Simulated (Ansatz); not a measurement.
Take CoSi₂ (space group Fm-3m, No. 225; a = 5.3606 Å; not spin-polarised; relaxed with 0.1 eV smearing) as the base.

Computed with Kohn–Sham DFT with the PBE functional, run in Ansatz (a quantum-chemistry and plane-wave program) with PAW and 420 eV plane waves, no SOC.

Before the change:

```
Quantity    Value
--------  -------
Pressure  0.0 GPa
```

It is then changed as follows: every lattice vector is shortened by 0.18 %; the atoms relax in the strained cell.

Q: How does this affect the pressure?

A: The pressure goes from zero to 1.0 GPa.

Q: What happens to the energy relative to the base?

A: The energy is nearly the same.

Stability against distortions was not tested. Starting moments died away, wholly or in part, for the base; another magnetic solution may exist. All final runs are without spin polarisation. An odd electron count without spin: CoSi2.
